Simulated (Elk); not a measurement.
## A self-consistent single point of IrRh₃ (I4/mmm, 4 atoms in the cell) with Elk

Level of theory: LDA (PW92), all-electron FP-LAPW, Elk's shipped species files, APW+lo basis with extra local orbitals in Elk.

Input:

```
tasks
  0

xctype
  3

tforce
  .true.

rgkmax
  7.5

gmaxvr
  18.0

lmaxapw
  10

lmaxo
  8

nxlo
  2

lorbcnd
  .true.

lradstp
  2

nrmtscf
  2.0

rmtscf
  0.89

lmaxi
  4

stype
  0

swidth
  0.00499791

scale
  1.889726125

avec
   -1.9067800000    1.9067800000    3.8194850000
    1.9067800000   -1.9067800000    3.8194850000
    1.9067800000    1.9067800000   -3.8194850000

atoms
  2   : nspecies
  'Ir.in'   : spfname
  1   : natoms; atposl, bfcmt below
  0.0000000000  0.0000000000  0.0000000000    0.0 0.0 0.0
  'Rh.in'   : spfname
  3   : natoms; atposl, bfcmt below
  0.7500000000  0.2500000000  0.5000000000    0.0 0.0 0.0
  0.2500000000  0.7500000000  0.5000000000    0.0 0.0 0.0
  0.5000000000  0.5000000000  0.0000000000    0.0 0.0 0.0

ngridk
  10 10 10
```

Log, with long lists cut:

```
│ Elk code version 10.2.4 │

All units are atomic (Hartree, Bohr, etc.)

│ Ground-state run starting from atomic densities │

Lattice vectors :
  -3.603291981       3.603291981       7.217780589
   3.603291981      -3.603291981       7.217780589
   3.603291981       3.603291981      -7.217780589

Unit cell volume      :    374.8543695
Brillouin zone volume :   0.6617242152

Muffin-tin inner radius fraction :   0.1000000000E-01

Nuclei treated as point charges

Species :    1 (Ir)
 parameters loaded from : Ir.in
 name : iridium
 nuclear charge    :   -77.00000000
 electronic charge :    77.00000000
 atomic mass :    350390.1559
 muffin-tin radius :    2.492000000
 number of radial points in muffin-tin :   1399
 atomic positions (lattice), magnetic fields (Cartesian) :
   1 :   0.00000000  0.00000000  0.00000000    0.00000000  0.00000000  0.00000000

Species :    2 (Rh)
 parameters loaded from : Rh.in
 name : rhodium
 nuclear charge    :   -45.00000000
 electronic charge :    45.00000000
 atomic mass :    187585.2510
 muffin-tin radius :    2.314000000
 number of radial points in muffin-tin :   1199
 atomic positions (lattice), magnetic fields (Cartesian) :
   1 :  -0.25000000  0.25000000  0.50000000    0.00000000  0.00000000  0.00000000
   2 :   0.25000000 -0.25000000  0.50000000    0.00000000  0.00000000  0.00000000
   3 :   0.50000000  0.50000000  0.00000000    0.00000000  0.00000000  0.00000000

Total number of atoms per unit cell :    4

Spin treatment :
 spin-unpolarised

Number of Bravais lattice symmetries :   16
Number of crystal symmetries         :   16
Crystal has inversion symmetry
Real symmetric eigensolver will be used

k-point grid :     10    10    10
k-point offset :    0.000000000       0.000000000       0.000000000
k-point set is reduced with full crystal symmetry group
Total number of k-points :      102

Muffin-tin radius times maximum |G+k| :    7.500000000
 using average radius
   [... lines left out ...]
 potential will be trimmed for |G| > 2 gkmax
Constant for pseudocharge density :   11
Radial integration step length :    2

G-vector grid sizes :     54    54    54
Number of G-vectors :    37009

Maximum angular momentum used for
 APW functions                      :   10
 outer part of muffin-tin           :    8
 inner part of muffin-tin           :    4

Total nuclear charge    :   -212.0000000
Total core charge       :    132.0000000
Total valence charge    :    80.00000000
Total excess charge     :    0.000000000
Total electronic charge :    212.0000000

Effective Wigner radius, rₛ :   0.7501464110

Number of empty states         :   16
Total number of valence states :   56
Total number of core states    :  132

Conduction state local-orbitals added automatically
Total number of local-orbitals :  477

Exchange-correlation functional :      3     0     0
 Perdew-Wang/Ceperley-Alder, Phys. Rev. B 45, 13244 (1992)
 gradient requirement :    0
 local density approximation (LDA)

Smearing type :    0
 Gaussian
Smearing width :   0.4997910000E-02
Effective electronic temperature (K) :    1578.215154

Mixing type :    3
 Broyden mixing, J. Phys. A: Math. Gen. 17, L317 (1984)

Kohn-Sham potential initialised from atomic data
│ Self-consistent loop started │
│ Loop number : 1 │
 total energy                :     -32199.4637568
│ Loop number : 2 │
 total energy                :     -32199.2561142
RMS change in Kohn-Sham potential (target) :   0.1871023231     (  0.1000000000E-05)
Absolute change in total energy (target)   :   0.2076426066     (  0.1000000000E-03)
│ Loop number : 3 │
 total energy                :     -32203.4190841
RMS change in Kohn-Sham potential (target) :   0.1216325176     (  0.1000000000E-05)
Absolute change in total energy (target)   :    4.111059216     (  0.1000000000E-03)
│ Loop number : 4 │
 total energy                :     -32204.5387859
RMS change in Kohn-Sham potential (target) :   0.6076951929E-01 (  0.1000000000E-05)
Absolute change in total energy (target)   :    2.147466676     (  0.1000000000E-03)
│ Loop number : 5 │
 total energy                :     -32204.2825050
RMS change in Kohn-Sham potential (target) :   0.4833507057E-01 (  0.1000000000E-05)
Absolute change in total energy (target)   :   0.2805857254     (  0.1000000000E-03)
   [... lines left out ...]
Absolute change in total energy (target)   :   0.1424290506E-01 (  0.1000000000E-03)
│ Loop number : 15 │
 total energy                :     -32190.1946820
RMS change in Kohn-Sham potential (target) :   0.1170431239E-05 (  0.1000000000E-05)
Absolute change in total energy (target)   :   0.4128686731E-02 (  0.1000000000E-03)
│ Loop number : 16 │
 total energy                :     -32190.1948710
RMS change in Kohn-Sham potential (target) :   0.5524173907E-06 (  0.1000000000E-05)
Absolute change in total energy (target)   :   0.8431896640E-03 (  0.1000000000E-03)
│ Loop number : 17 │
 total energy                :     -32190.1949312
RMS change in Kohn-Sham potential (target) :   0.4880034109E-06 (  0.1000000000E-05)
Absolute change in total energy (target)   :   0.1505488181E-03 (  0.1000000000E-03)
│ Loop number : 18 │
 total energy                :     -32190.1950062
RMS change in Kohn-Sham potential (target) :   0.1557100108E-06 (  0.1000000000E-05)
Absolute change in total energy (target)   :   0.3738271698E-04 (  0.1000000000E-03)
Convergence targets achieved

│ Loop number : 19 │

Energies :
 Fermi                       :     0.471102509144
 sum of eigenvalues          :     -19493.0985635
 electron kinetic            :      35281.5333198
 core electron kinetic       :      34058.2952245
 Coulomb                     :     -66729.6693096
 Coulomb potential           :     -53790.2453012
 nuclear-nuclear             :     -2933.59335489
 electron-nuclear            :     -73801.9066082
 Hartree                     :      10005.8306535
 Madelung                    :     -39834.5466590
 xc potential                :     -984.386582137
 exchange                    :     -721.273151023
 correlation                 :     -20.7858721816
 total energy                :     -32190.1950130

Density of states at Fermi energy :    125.2555622
 (states/Hartree/unit cell)

Estimated indirect band gap :   0.1384562417E-03
 from k-point     95 to k-point     94
Estimated direct band gap   :   0.1867990362E-02
 at k-point     95

Charges :
 core                        :    132.0000000
 valence                     :    80.00000000
 interstitial                :    6.838659082
 muffin-tins (core leakage)
  species :    1 (Ir)
   atom    1                 :    75.44279220     (  0.1158536904E-02)
  species :    2 (Rh)
   atom    1                 :    43.23595103     (  0.1655106487E-06)
   atom    2                 :    43.23595103     (  0.1655106487E-06)
   atom    3                 :    43.24664666     (  0.1656876876E-06)
 total in muffin-tins        :    205.1613409
 total calculated charge     :    211.9986800
 total charge                :    212.0000000
 error                       :   0.1320038121E-02

│ Self-consistent loop stopped │

Forces :
 species :    1 (Ir)
  atom :    1
   Hellmann-Feynman          :     0.00000000    0.00000000   -0.00000000
   IBS                       :     0.00000000    0.00000000    0.00000000
   total force               :     0.00000000    0.00000000   -0.00000000
   total magnitude           :     0.00000000
 species :    2 (Rh)
  atom :    1
   Hellmann-Feynman          :     0.00000000   -0.00000000    0.00000000
   IBS                       :     0.00000000    0.00000000   -0.00000000
   total force               :     0.00000000    0.00000000    0.00000000
   total magnitude           :     0.00000000
  atom :    2
   Hellmann-Feynman          :     0.00000000    0.00000000    0.00000000
   IBS                       :     0.00000000   -0.00000000   -0.00000000
   total force               :     0.00000000    0.00000000    0.00000000
   total magnitude           :     0.00000000
  atom :    3
   Hellmann-Feynman          :     0.00000000    0.00000000   -0.00000000
   IBS                       :     0.00000000    0.00000000    0.00000000
   total force               :     0.00000000    0.00000000   -0.00000000
   total magnitude           :     0.00000000
```

The run converged in 19 iterations. The count includes the last loop, which Elk runs after its targets are met.

The starting cell comes from a database of computed structures (which also holds hypothetical and non-ambient phases and stackings), without a prior relaxation at this level. Spin-orbit coupling is off. Spin polarisation is off. Values depend on the basis (sphere radii, cutoffs, local orbitals), which need not be converged. The log's line on a gap gives a spacing of levels on this mesh, which the program prints for metals too.

Cost on one core of a shared machine: roughly 5 min.
